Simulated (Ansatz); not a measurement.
MgSe, pressure series

Start from MgSe in the rock salt structure (space group Fm-3m, No. 225).

```cif
data_MgSe
_chemical_formula_sum 'Mg1 Se1'
_space_group_name_H-M_alt 'P 1'
_space_group_IT_number 1
_cell_length_a 3.85342
_cell_length_b 3.85342
_cell_length_c 3.85342
_cell_angle_alpha 60.000
_cell_angle_beta 60.000
_cell_angle_gamma 60.000
loop_
_space_group_symop_operation_xyz
  'x, y, z'
loop_
_atom_site_label
_atom_site_type_symbol
_atom_site_fract_x
_atom_site_fract_y
_atom_site_fract_z
_atom_site_occupancy
Mg1 Mg 0.00000 0.00000 0.00000 1
Se1 Se 0.50000 0.50000 0.50000 1
```

Cell and atoms are relaxed at each pressure.

Method: PBEsol/PAW in Ansatz (a quantum-chemistry and plane-wave program), no SOC.

| pressure (GPa) | band gap (eV) |
|---|---|
| -2 | 1.72 |
| -1 | 1.75 |
| 0 | 1.78 |
| 0.9 | 1.80 |
| 2.1 | 1.82 |
| 4.5 | 1.87 |
| 9 | ? |
| 15 | 2.03 |

Question: Fit E_g = E₀ + αP + βP² to the rows shown and predict the withheld row.

Answer: Least squares on the printed values gives E₀ = 1.77 eV, α = 24.0 meV/GPa, β = -0.46 meV/GPa² (largest residual 0.01 eV); this predicts 1.95 eV, and the run gives 1.95 eV, in agreement.

Load acts through the strain it causes; cell and atoms are relaxed under it. Stability against distortions was not tested. No other phases were tried under pressure.
